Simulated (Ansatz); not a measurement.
Defect: O-vacancy pair (O on one host C site, one C site vacant) in 3C silicon carbide, neutral cell. These are PBE, PAW (plane waves to 420 eV; Ansatz, a quantum-chemistry and plane-wave program) values and carry that method's errors.

Cell of 64 host sites held at the relaxed PBE lattice; a 2×2×2 k-point mesh shifted by half a step; Fermi-Dirac width 0.01 eV, spin-restricted; finite-size errors left in. Energies are static. The charge state is imposed; whether it is stable for some Fermi level was not computed. Forms of the defect that were not tried may lie lower.

Barriers: single points on a 3×3×3 k-point mesh shifted by half a step at the bands' geometries.

Relaxed starting cell (atoms counted from 1):

```xyz
63
Lattice="8.7600 0.0000 0.0000 0.0000 8.7600 0.0000 0.0000 0.0000 8.7600" Properties=species:S:1:pos:R:3 pbc="T T T"
Si    -0.0191     0.0178    -0.0026
Si     0.0011    -0.0538     4.4458
Si    -0.1397     4.3754     0.0166
Si    -0.0193     4.3942     4.3741
Si     4.3756    -0.0078     0.0213
Si     4.4077     0.0078     4.3838
Si     4.3363     4.3625     0.0289
Si     4.3756     4.3701     4.3995
O      1.2695     0.9092     3.4845
C      1.0781     1.0411     7.6163
C      1.0781     5.5357     3.3508
C      1.0631     5.4394     7.7118
C      5.4942     1.1101     3.2817
C      5.4614     1.0916     7.6714
C      5.4613     5.4801     3.2999
C      5.4417     5.4668     7.6850
Si     0.3101     2.7659     1.6280
Si    -0.0139     2.1872     6.5746
Si    -0.0139     6.5771     2.2046
Si    -0.0245     6.5484     6.6032
Si     4.3865     2.1935     2.1982
Si     4.3685     2.1877     6.5952
Si     4.3683     6.5558     2.2038
Si     4.3655     6.5607     6.5909
C      1.0795     3.2603     5.4593
C      1.0796     7.6920     1.1311
C      1.0992     7.6406     5.5114
C      5.4670     3.2903     1.1012
C      5.4715     3.2739     5.4631
C      5.4711     7.6885     1.1179
C      5.4687     7.6641     5.4874
Si     2.2357    -0.0523     2.2006
Si     2.1903    -0.0256     6.5889
Si     2.0723     4.3330     2.3030
Si     2.1702     4.3538     6.6071
Si     6.6249     0.0766     2.1713
Si     6.5660     0.0038     6.5700
Si     6.5707     4.3970     2.1922
Si     6.5307     4.3856     6.5534
C      3.2820     1.0727     1.1380
C      3.2903     1.0732     5.4930
C      3.2268     5.4308     1.1394
C      3.2710     5.4552     5.5056
C      7.7306     1.1747     1.0596
C      7.6877     1.1039     5.4425
C      7.6033     5.5495     1.1001
C      7.6477     5.4828     5.4854
Si     2.0724     2.0901     0.0580
Si     2.2343     2.1892     4.4431
Si     2.1702     6.5438     0.0377
Si     2.1903     6.5633     4.4173
Si     6.5708     2.1991    -0.0052
Si     6.6249     2.2207     4.3149
Si     6.5307     6.5988     0.0059
Si     6.5659     6.5815     4.3878
C      3.2821     3.2530     3.3194
C      3.2277     3.2523     7.7194
C      3.2904     7.6588     3.3181
C      3.2710     7.6457     7.6968
C      7.7305     3.3321     3.2162
C      7.6035     3.2912     7.6026
C      7.6879     7.7092     3.2881
C      7.6479     7.6665     7.6686
```

End state 1 differs by these moves (Å; atoms that move under 0.08 Å are left out):

```tsv
atom	element	Δx	Δy	Δz
2	Si	-0.14	0.05	-0.05
3	Si	0.14	0.05	-0.05
9	O	0.00	2.55	-2.55
10	C	0.00	0.07	0.10
11	C	0.00	-0.10	-0.07
12	C	0.04	0.05	-0.05
17	Si	0.00	-1.16	1.16
25	C	0.00	0.07	0.10
26	C	0.00	-0.10	-0.07
27	C	-0.04	0.05	-0.05
32	Si	-0.16	0.09	-0.09
34	Si	0.16	0.09	-0.09
36	Si	-0.05	-0.10	0.05
38	Si	0.05	-0.10	0.05
41	C	-0.06	0.05	-0.04
42	C	0.06	0.04	-0.05
44	C	0.00	-0.14	0.14
45	C	-0.08	-0.02	0.13
46	C	0.08	-0.13	0.02
48	Si	0.16	0.09	-0.09
49	Si	-0.16	0.09	-0.09
52	Si	0.05	-0.05	0.10
53	Si	-0.05	-0.05	0.10
57	C	0.06	0.04	-0.04
58	C	-0.06	0.04	-0.04
60	C	0.00	-0.14	0.14
61	C	0.08	-0.02	0.13
62	C	-0.08	-0.13	0.02
```

Q: Give the forward and backward barriers to end state 1 at the level PBE, PAW.

A: forward 2.10 eV, backward 2.10 eV; at the saddle point atom 9 has neighbours Si at 1.65, 2 Si at 1.95 Å. The saddle point's order was not checked, and it lies on a symmetry element of the cell, where a band can be held.

End state 2 differs by these moves (Å; atoms that move under 0.08 Å are left out):

| atom | element | Δx | Δy | Δz |
|---|---|---|---|---|
| 2 | Si | -0.07 | 0.07 | 0.00 |
| 3 | Si | 0.12 | 0.02 | 0.00 |
| 5 | Si | -0.02 | -0.12 | -0.01 |
| 9 | O | -0.38 | 0.38 | 0.00 |
| 17 | Si | -0.38 | -0.52 | 0.57 |
| 19 | Si | 0.07 | 0.06 | -0.03 |
| 21 | Si | -0.07 | -0.10 | 0.10 |
| 26 | C | 0.08 | 0.05 | -0.07 |
| 27 | C | -0.01 | 0.06 | -0.07 |
| 30 | C | 0.06 | -0.07 | -0.02 |
| 32 | Si | 0.51 | 0.38 | -0.57 |
| 34 | Si | 0.10 | 0.07 | -0.10 |
| 36 | Si | -0.06 | -0.07 | 0.03 |
| 40 | C | -2.23 | 2.23 | 0.00 |
| 42 | C | 0.05 | 0.05 | -0.04 |
| 44 | C | -0.05 | -0.08 | 0.07 |
| 45 | C | -0.06 | 0.01 | 0.07 |
| 46 | C | 0.07 | -0.06 | 0.02 |
| 49 | Si | -0.06 | 0.06 | 0.00 |
| 51 | Si | 0.01 | 0.08 | -0.10 |
| 53 | Si | -0.08 | -0.01 | 0.10 |
| 58 | C | 0.03 | 0.09 | -0.10 |
| 59 | C | 0.00 | -0.03 | -0.09 |
| 60 | C | -0.09 | -0.03 | 0.10 |
| 61 | C | 0.03 | 0.00 | 0.09 |

Q: Predict the forward and backward barriers to end state 2 from PBE, PAW.

A: forward 3.15 eV, backward 3.15 eV; at the saddle point atom 40 has neighbours Si at 1.77, 2 Si at 1.87 Å. The saddle point's order was not checked, and it lies on a symmetry element of the cell, where a band can be held.

End state 3 differs by these moves (Å; atoms that move under 0.08 Å are left out):

```
atom  element     Δx     Δy     Δz
----  -------  -----  -----  -----
3          Si  -0.07   0.04  -0.08
10          C   0.04   0.00   0.08
11          C   0.01  -0.08  -0.05
17         Si  -0.67  -0.22   0.12
18         Si  -0.09  -0.10   0.12
25          C  -0.06  -0.03   0.06
29          C   0.08   0.02   0.08
34         Si   0.11   0.04  -0.12
36         Si  -0.06  -0.09   0.06
39         Si   0.15   0.10   0.14
44          C  -0.07  -0.20   0.06
48         Si   0.11   0.10  -0.06
52         Si   0.14  -0.03  -0.03
53         Si  -0.04  -0.02   0.07
60          C  -0.10  -0.02   0.05
61          C   2.27   0.05   2.17
```

Q: Predict the forward and backward barriers to end state 3 from PBE, PAW.

A: forward 4.44 eV, backward 2.93 eV; at the saddle point atom 61 has neighbours Si at 1.77, Si at 1.94, 2 Si at 1.98 Å. The saddle point's order was not checked.

End state 4 differs by these moves (Å; atoms that move under 0.08 Å are left out):

```tsv
atom	element	Δx	Δy	Δz
3	Si	0.30	0.01	-0.03
9	O	-0.19	0.19	-0.18
10	C	0.01	0.05	0.06
11	C	0.01	-0.06	-0.05
12	C	0.06	-2.21	2.21
17	Si	-0.38	-0.51	0.51
20	Si	0.18	0.02	0.00
27	C	0.03	0.08	-0.08
34	Si	0.12	0.05	-0.10
35	Si	-0.14	0.03	0.00
36	Si	-0.07	-0.08	0.03
44	C	-0.08	-0.08	0.06
46	C	0.08	-0.08	-0.01
48	Si	0.12	0.10	-0.05
50	Si	-0.15	0.02	-0.05
53	Si	-0.07	-0.03	0.08
60	C	-0.08	-0.05	0.08
61	C	0.08	0.00	0.08
```

Q: Estimate the forward and backward barriers to end state 4 that PBE, PAW returns for this input.

A: forward 4.01 eV, backward 2.56 eV; at the saddle point atom 12 has neighbours Si at 1.80, Si at 1.95, Si at 2.00 Å. The saddle point's order was not checked.
